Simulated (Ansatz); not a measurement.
Consider O vacancy in monoclinic ZrO2 with all lengths changed by -1 %, neutral cell. The step: one O atom jumps into the vacancy from a nearby O site; the atom moves 2.68 Å along (-0.01, -0.16, -0.48) of the unit cell; the moving atom starts with neighbours O at 2.56, O at 2.59; Zr at 2.03, Zr at 2.06, Zr at 2.17 Å and ends with O at 2.55, O at 2.57; Zr at 2.05, Zr at 2.07, Zr at 2.13 Å. DFT values are from Ansatz (plane-wave PAW, 420 eV unless said) in a cell of 96 host sites, spin-restricted, static, with no finite-size correction. The charge state is imposed; whether it is stable for some Fermi level was not computed. Forms of the defect that were not tried may lie lower. The start lies 0.10 eV above the lowest site run (PBE). For the PBE band: the saddle point's order was not checked.

| Level | Forward barrier (eV) | Cost of the band or of the saddle's single point |
|---|---|---|
| CHGNet universal potential (has no charge state), its own band | 0.44 | - |
| PBE, the Γ point alone, band relaxed | 1.34 | about 13 core-minutes (a rough figure) |
| PBE, a 2×2×2 k-point mesh shifted by half a step, same geometries | 1.38 | about 4 core-minutes (a rough figure) |

Ansatz is an electronic-structure program.
